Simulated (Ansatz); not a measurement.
Defect: Mg-vacancy pair (Mg on one host Mo site, one Mo site vacant) in bcc Mo, neutral cell. The step: the Mg atom itself jumps into the vacancy (Mg-vacancy distance between ideal sites 2.74 Å throughout); the atom moves 2.29 Å along (0.42, 0.42, 0.42) of the unit cell; the moving atom starts with neighbours 2 Mo at 2.75, Mo at 2.77, 3 Mo at 2.84, Mo at 2.97, 2 Mo at 3.03, Mo at 3.06, 2 Mo at 3.26, Mo at 3.27 Å and ends with 2 Mo at 2.75, Mo at 2.77, 3 Mo at 2.84, Mo at 2.97, 2 Mo at 3.03, Mo at 3.06, 2 Mo at 3.26, Mo at 3.27 Å. A PBE band in Ansatz (plane-wave PAW, a 2×2×3 k-point mesh shifted by half a step, 36 host sites, 22 SCF runs with any check of the saddle's order, static, no finite-size correction) gives a forward barrier of 0.47 eV. The saddle point's order was not checked, and it lies on a symmetry element of the cell, where a band can be held. Forms of the defect that were not tried may lie lower.

Single points at the band's start and saddle point can refine it. Rough cost of one point, in units of the band's mean SCF on the same machine:

| Level | Cost of one point |
|---|---|
| PBE, a 3×3×5 k-point mesh shifted by half a step | about 4 |
| r2SCAN at 500 eV, a 2×2×3 k-point mesh shifted by half a step | about 3 |

### Question
Which of these move the barrier by more than 0.1 eV, and how far does each move it?

### Answer
Not one does. PBE, a 3×3×5 k-point mesh shifted by half a step: -0.01 eV; r2SCAN at 500 eV, a 2×2×3 k-point mesh shifted by half a step: +0.06 eV. Each functional is compared with PBE at the same k-points.

Ansatz is a first-principles code.
